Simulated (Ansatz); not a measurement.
Functionals compared on a constructed model of the (0001) surface of hcp Hf, a pseudomorphic layer of Zn in the host's stacking (bottom of the slab: a bare face, its two planes held), in Ansatz (plane waves, PAW). The structure was relaxed with PBE; the other rows are single points on it. Cutoff 420 eV (500 eV for r2SCAN).

Set-up: 7 atoms, 15.1 Å thick at the start; mesh 13x13x1; 0.1 eV smearing; dipole correction on; 2 atoms held, the rest relaxed; start symmetry kept, larger cells not searched; no spin, no spin-orbit, no U. It is one candidate, not shown to be the stable structure of the face. These notes are the PBE run's.

```csv
functional,work function of the top face (eV),rough cost of the single point
PBE,3.86,–
RPBE,…,roughly 50 core-seconds
r2SCAN,3.89,about 110 core-seconds (a rough figure)
```

### Question
Some entries are withheld; supply them.

### Answer

- RPBE, work function of the top face (eV): 3.72

Ansatz is an electronic-structure program.
